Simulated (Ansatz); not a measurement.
## InP under a change: uniaxial strain ε_zz = +1.00 %

Base system: InP in the zinc blende structure (space group F-43m, No. 216; a = 5.827 Å). Axes: x, y, z lie along the cube axes.

Now apply this change: uniaxial strain ε_zz = +1.00 %, all other strain components held at zero; the atoms relax in the strained cell.

Level of theory: DFT with LDA, PAW potentials and a 420 eV plane-wave cutoff in Ansatz (an electronic-structure program), scalar-relativistic without spin-orbit coupling. Γ-centred 10×10×10 mesh, Fermi–Dirac width 0.05 eV.

The volume per atom rises by 0.25 Å³, from 24.73 Å³ to 24.98 Å³ and the space group goes from F-43m (No. 216) to I-4m2 (No. 119). The shortest interatomic distance grows by 0.0084 Å (2.523 Å → 2.532 Å) and the energy goes up by 0.8 meV/atom. The band gap falls by 0.07 eV, from 0.58 eV to 0.51 eV and the gap character is still direct at Γ. The electron mass goes from 0.046 mₑ (at Γ) to 0.044 mₑ along z, 0.041 mₑ across (at Γ) and the valence-band top at Γ (three highest levels, from the VBM) goes from 0.00, 0.00, 0.00 eV to 0.00, 0.00, -0.05 eV. The valley order (the lowest conduction-band minima on the path, energy above the VBM, named in the base's zone) changes from Γ 0.58 eV; L along ⟨111⟩ 1.35 eV; X along ⟨100⟩ 1.57 eV to Γ 0.51 eV; L along [111] 1.31 eV; X along [010] 1.55 eV; X along [001] 1.61 eV and the stress (xx, yy, zz, yz, xz, xy; compression positive) is (-0.55, -0.55, -1.00, 0.00, 0.00, 0.00) GPa.

Masses are band curvatures over ±0.01 Å⁻¹ around the edge. No phonon test of stability was made. k-point labels follow each cell's own Brillouin zone.
